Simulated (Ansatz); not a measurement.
Start from Zr in the hcp (Mg type) structure (space group P6_3/mmc, No. 194; relaxed with 0.1 eV smearing).

```yaml
crystal:
  lattice:
    - [3.14377, 0.00000, 0.00000]
    - [-1.57189, 2.72259, 0.00000]
    - [0.00000, 0.00000, 5.09284]
  atoms:
    - { symbol: Zr, position: [0.66667, 0.33333, 0.75000] }
    - { symbol: Zr, position: [0.33333, 0.66667, 0.25000] }
```

Cartesian axes are those of the cell as printed.

Calculations: DFT with LDA, PAW potentials and a 420 eV plane-wave cutoff in Ansatz (a quantum-chemistry and plane-wave program), no SOC.

Modification: a pure shear with ε_xz = ε_zx = 0.0200; the atoms relax in the strained cell.

Predict the stress tensor and what it implies for the stiffness.

Stress of the strained cell less that of the base (GPa, compression positive):
```
    0.0     0.0    -0.7
    0.0    -0.1     0.0
   -0.7     0.0     0.0
```

Then −Δσ/γ with γ = 2ε = 0.0400 gives secant stiffness values (nonlinear terms included at this strain): C55 ≈ 18 GPa.

No phonon test of stability was made. All final runs are without spin polarisation.
